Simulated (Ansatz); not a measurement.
Input and output of a zone-centre phonon calculation for TaAs (I4_1md, 4 atoms in the cell) (Ansatz, an electronic-structure program).

Method: PBE (plane waves, PAW; Ansatz).

```
CELL_PARAMETERS angstrom
     -1.71321     1.71321     5.83860
      1.71321    -1.71321     5.83860
      1.71321     1.71321    -5.83860
ATOMIC_POSITIONS crystal
  Ta 0.49997 0.99997 0.50000
  Ta 0.74997 0.74997 0.00000
  As 0.08263 0.58263 0.50000
  As 0.33263 0.33263 0.00000
```

Reference input (self-consistent single point, DFT, PBE, plane waves, default PAW files): basis.ecutwfc = 30.9 Ry; kpoints.mp_grid.grid = 9 9 9; hamiltonian.xc = pbe; hamiltonian.pseudopotentials = {kind: paw} (the program's default PAW files); scf.occupations.method = fermi_dirac; scf.occupations.width = 0.0073 Ry. This run's input differs from it in these lines:

Ansatz 0.2 input:
```diff
@@ -13,3 +13,3 @@
 kpoints:
-  mp_grid: { grid: [9, 9, 9] }
+  mp_grid: { grid: [8, 8, 8] }
 hamiltonian:
@@ -19,6 +19,4 @@
   occupations: { method: fermi_dirac, width: 0.0073 Ry }
-output:
-  forces: true
-  eigenvalues: true
-  stress: true
+phonons:
+  method: dfpt
```

Output (repeated stretches shortened):

```
SCF iter   1: F=—  HF=-29578.929111 eV  |F-HF|=—  |Δ(HF+E_count)|=         —  Δρ=7.51e-3  dr2=3.40e-2  ethr=1.77e-3  ⟨swp⟩=5.2  Hψ=12732  notcnv=0
all-band conjugate gradients solve this SCF's bands
preconditioner: auto → Kerker (q_TF=auto, 2.638 Å⁻¹)
SCF iter   2: F=—  HF=-29578.925749 eV  |F-HF|=—  |Δ(HF+E_count)|=   3.36e-3  Δρ=4.17e-3  dr2=8.75e-3  ethr=6.07e-5  ⟨swp⟩=1.0  Hψ=3990  notcnv=0
   [... lines left out ...]
SCF iter   7: F=—  HF=-29578.925503 eV  |F-HF|=—  |Δ(HF+E_count)|=   3.37e-5  Δρ=3.57e-6  dr2=8.01e-9  ethr=3.41e-10  ⟨swp⟩=2.1  Hψ=4286  notcnv=0
SCF iter   8: F=—  HF=-29578.925503 eV  |F-HF|=—  |Δ(HF+E_count)|=   4.31e-9  Δρ=6.91e-7  dr2=3.45e-10  ethr=1.43e-11  ⟨swp⟩=2.0  Hψ=4188  notcnv=0
SCF iter   9: F=—  HF=-29578.925503 eV  |F-HF|=—  |Δ(HF+E_count)|=  1.56e-10  Δρ=1.48e-7  dr2=2.06e-11  ethr=1.00e-12  ⟨swp⟩=2.0  Hψ=4114  notcnv=0
SCF iter  10: F=-29578.925503 eV  HF=-29578.925503 eV  |F-HF|=7.28e-12  |Δ(HF+E_count)|=  1.09e-11  Δρ=3.92e-8  dr2=1.14e-12  ethr=1.00e-12  ⟨swp⟩=5.4  Hψ=12757  notcnv=0
SCF 1 converged in 10 iterations: F = -29578.925503 eV  dr2 = 1.14e-12
DFPT response loops at Γ: preconditioner auto → Kerker (q_TF=auto, 2.638 Å⁻¹) (partly filled bands, converged f_vac=0.000) …
Free energy (F): -29578.925503 eV
Internal energy: -29578.899414 eV  (E = F + TS)
E sigma→0 (E₀):  -29578.912459 eV
Entropy (-TS):   -0.026088 eV (-6.522 meV/atom)
Fermi energy:    17.340214 eV
--- Phonons (Γ-DFPT): 6 representative perturbations + reference, on 95 of 512 k-points (Σ response iterations 19) ---
  k mesh reduced under 4 symmetry operations, with k and −k counted as one. Each operation leaves every solved displacement unchanged or reverses it
  ASR residual: 3.124e-4 → 0.000e0 eV/Å²; symmetrization residual: 3.379e-6 eV/Å²
  ASR residual per site (eV/Å²): 3.12e-4 3.12e-4 2.97e-5 2.97e-5
  Γ frequencies (cm⁻¹): 0.00 0.00 0.00 125.01 125.01 167.74 233.28 233.28 251.97 259.28 260.91 260.91
  non-analytic LO–TO correction: not included (Born effective charges unavailable; polar crystals: no LO–TO splitting at Γ)
```

The run converged in 10 iterations. 

Summary of the result:
- Free energy E − TS (on the zero of these files): -29578.9255 eV
- Fermi level (on the code's own zero): 17.34 eV
- Zone-centre frequencies (cm⁻¹; negative means imaginary): 0, 0, 0, 125, 125, 168, 233, 233, 252, 259, 261, 261

The starting cell comes from a database of computed structures (which also holds hypothetical and non-ambient phases and stackings), without a prior relaxation at this level. Its lattice was rescaled by up to half a per cent. Spin polarisation is off.

Cost on one core of a shared machine: roughly 5 min.
